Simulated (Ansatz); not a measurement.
We look at the energy of configuration A over configuration B. The value is E(A) − E(B).

Cell A: a stack of composition Cu4Pt24 built on Pt (fcc, Fm-3m) (111), with 24 atoms on that crystal's sites, 28 atoms, hexagonal cell of 5.62 Å (27.3 Å²), symmetry P3m1, 13.4 Å thick under 16 Å of vacuum, in-plane vectors held at the crystal's, which may strain the added film; planes from bottom to top: Pt4 × 5 | Cu4 | Pt4; spin state with PBE: run without spin, k-point mesh 10×10×1.
```xyz
28
Lattice="5.6170 0.0000 0.0000 2.8085 4.8645 0.0000 0.0000 0.0000 29.7588" Properties=species:S:1:pos:R:3 pbc="T T T"
Pt     0.0000     0.0000     8.0744
Pt     2.8085     0.0000     8.0744
Pt     1.4043     2.4322     8.0744
Pt     4.2128     2.4322     8.0744
Pt     1.4043     0.8107    10.3835
Pt     4.2128     0.8107    10.3835
Pt     2.8085     3.2430    10.3835
Pt     5.6170     3.2430    10.3835
Pt     5.6170     1.6215    12.6613
Pt     2.8085     1.6215    12.6613
Pt     7.0213     4.0537    12.6613
Pt     4.2128     4.0537    12.6613
Pt     0.0000     0.0000    14.9523
Pt     2.8085     0.0000    14.9523
Pt     1.4043     2.4322    14.9523
Pt     4.2128     2.4322    14.9523
Pt     1.4043     0.8107    17.2756
Pt     4.2128     0.8107    17.2756
Pt     2.8085     3.2430    17.2756
Pt     5.6170     3.2430    17.2756
Cu     5.6170     1.6215    19.3649
Cu     2.8085     1.6215    19.3649
Cu     7.0213     4.0537    19.3649
Cu     4.2128     4.0537    19.3649
Pt     0.0000     0.0000    21.4438
Pt     2.8085     0.0000    21.4438
Pt     1.4043     2.4322    21.4438
Pt     4.2128     2.4322    21.4438
```

Cell B: a stack of composition Cu4Pt24 built on Pt (fcc, Fm-3m) (111), with 24 atoms on that crystal's sites, 28 atoms, hexagonal cell of 5.62 Å (27.3 Å²), symmetry P3m1, 13.6 Å thick under 16 Å of vacuum, in-plane vectors held at the crystal's, which may strain the added film; planes from bottom to top: Pt4 × 6 | Cu4, its two faces unlike (dipole correction applied); spin state with PBE: run without spin, k-point mesh 10×10×1.
```
CuPt6
1.0
    5.61701     0.00000     0.00000
    2.80850     4.86447     0.00000
    0.00000     0.00000    29.75881
Pt Cu
24 4
Cartesian
  0.00000   0.00000   8.01974
  2.80850   0.00000   8.01974
  1.40425   2.43224   8.01974
  4.21276   2.43224   8.01974
  1.40425   0.81075  10.33029
  4.21276   0.81075  10.33029
  2.80850   3.24298  10.33029
  5.61701   3.24298  10.33029
  5.61701   1.62149  12.61208
  2.80850   1.62149  12.61208
  7.02126   4.05373  12.61208
  4.21276   4.05373  12.61208
  0.00000   0.00000  14.89554
  2.80850   0.00000  14.89554
  1.40425   2.43224  14.89554
  4.21276   2.43224  14.89554
  1.40425   0.81075  17.19152
  4.21276   0.81075  17.19152
  2.80850   3.24298  17.19152
  5.61701   3.24298  17.19152
  5.61701   1.62149  19.52247
  2.80850   1.62149  19.52247
  7.02126   4.05373  19.52247
  4.21276   4.05373  19.52247
  0.00000   0.00000  21.58419
  2.80850   0.00000  21.58419
  1.40425   2.43224  21.58419
  4.21276   2.43224  21.58419
```

Plane-wave PAW calculations with Ansatz (a program for electronic structure), its PAW set soft_1, cutoff 420 eV, 500 eV for r2SCAN. The structures are at rest with PBE, within the held lattices; other levels are single points on them. Neutral cells; Fermi-Dirac smearing of at most 0.10 eV in the solids, energies taken to zero width. The lattices are those relaxed with PBE or held as stated, so at other levels the solids can be strained, which adds to the spread. Larger cells are relaxed from a start prepared with the learned potential CHGNet till forces fall under 0.03 eV/Å, which some starts already meet. A dispersion term (D3(BJ), or D4 for r2SCAN) was computed beside these levels and is taken off wherever the name lacks it. Static lattices, no vibrational contributions. Cells are local rest points, mostly with their start's symmetry. The runs are scalar-relativistic, without spin-orbit coupling. No correction for cell size. Cell A has symmetry P3m1 and got no random move, so less symmetric positions, which may lie lower, weren't tried. Cell B has symmetry P3m1 and got no random move, so less symmetric positions, which may lie lower, weren't tried.

Give the value at the level PBE.

-1.39 eV for A less B, so A lies lower.

How does the value move with the functional?


```json
[
 {"Level": "r2SCAN", "value (eV)": "-1.64", "less PBE": "-0.25"}
]
```

The levels span 0.25 eV, from r2SCAN (-1.64) to PBE (-1.39).
